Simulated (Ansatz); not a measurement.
The reference is Si in the diamond structure (space group Fd-3m, No. 227; a = 5.444 Å).

Structures relaxed with Kohn–Sham DFT with the r2SCAN functional, run in Ansatz (a quantum-chemistry and plane-wave program) with PAW and 500 eV plane waves, no spin-orbit coupling, earlier PAW set.

Base:

Simulated powder pattern, Cu Kα1, λ = 1.54056 Å (kinematic, ideal powder, no thermal factors, no anomalous dispersion; the 10 strongest lines at most, above 2 %, up to 2θ = 90°):

```json
[
 {"2θ (°)": "28.37", "I/Imax (%)": "100", "hkl": "(111)"},
 {"2θ (°)": "47.18", "I/Imax (%)": "67", "hkl": "(220)"},
 {"2θ (°)": "55.97", "I/Imax (%)": "40", "hkl": "(311)"},
 {"2θ (°)": "68.94", "I/Imax (%)": "11", "hkl": "(400)"},
 {"2θ (°)": "76.16", "I/Imax (%)": "16", "hkl": "(331)"},
 {"2θ (°)": "87.76", "I/Imax (%)": "23", "hkl": "(422)"}
]
```

One thing is altered: cell and atoms relaxed at a pressure of 45 GPa.

**Question.** Where do the lines fall after the change?

**Answer.** 
Simulated powder pattern, Cu Kα1, λ = 1.54056 Å (kinematic, ideal powder, no thermal factors, no anomalous dispersion; the 10 strongest lines at most, above 2 %, up to 2θ = 90°):

| 2θ (°) | d (Å) | I/Imax (%) | hkl |
|---|---|---|---|
| 31.10 | 2.874 | 100 | (111) |
| 51.92 | 1.760 | 65 | (220) |
| 61.77 | 1.501 | 39 | (311) |
| 76.49 | 1.244 | 10 | (400) |
| 84.84 | 1.142 | 16 | (331) |

The indices refer to the base's conventional cell; one index is shown for lines that coincide.

Load acts through the strain it causes; cell and atoms are relaxed under it. Whether these cells are dynamically stable was not tested. Measured, Si leaves this structure (for the β-tin structure) near 12 GPa (room temperature; as listed in arXiv:1906.07825).
